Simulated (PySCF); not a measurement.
PySCF 2.14.0, DF-MP2 (frozen core)/cc-pvtz, df: C[SiH]1[SiH2]OCO[SiH2]1, 17 atoms. The geometry is a generated start, not checked to be a minimum at this level.

```yaml
task: df-mp2
basis: cc-pvtz
two_electron_scheme: density fitting
frozen_core: true
mf.init_guess: minao (default)
mf.DIIS: CDIIS (default)
mf.diis_space: 8 (default)
mf.conv_tol: 1e-09 (default)
basis functions (reference run): 362
```

On 4 threads, 1 BLAS thread. Build: conda-forge: OpenMP (GNU), OpenBLAS with its own threads, libcint, Libxc. One run each, on a shared machine, so no times are given.

Values of mol.max_memory tried: 8000 MB, 4000 MB, 2000 MB, 1000 MB, 500 MB, 300 MB, 200 MB.

Question: How low can the memory setting go, and what changes on the way?

Answer: It runs down to 200 MB, the lowest tried, with the same result. At 8000 MB: fitted integrals in memory. From 500 MB down: fitted integrals in a file.

| mol.max_memory | path | peak memory |
|---|---|---|
| 8000 MB | fitted integrals in memory | 1.1 GiB |
| 4000 MB | fitted integrals in memory | 1.1 GiB |
| 2000 MB | fitted integrals in memory | 1.0 GiB |
| 1000 MB | fitted integrals in memory | 0.72 GiB |
| 500 MB | fitted integrals in a file | 0.35 GiB |
| 300 MB | fitted integrals in a file | 0.26 GiB |
| 200 MB | fitted integrals in a file | 0.18 GiB |

Peak memory is the kernel's count for the largest process, libraries included and scratch files not.
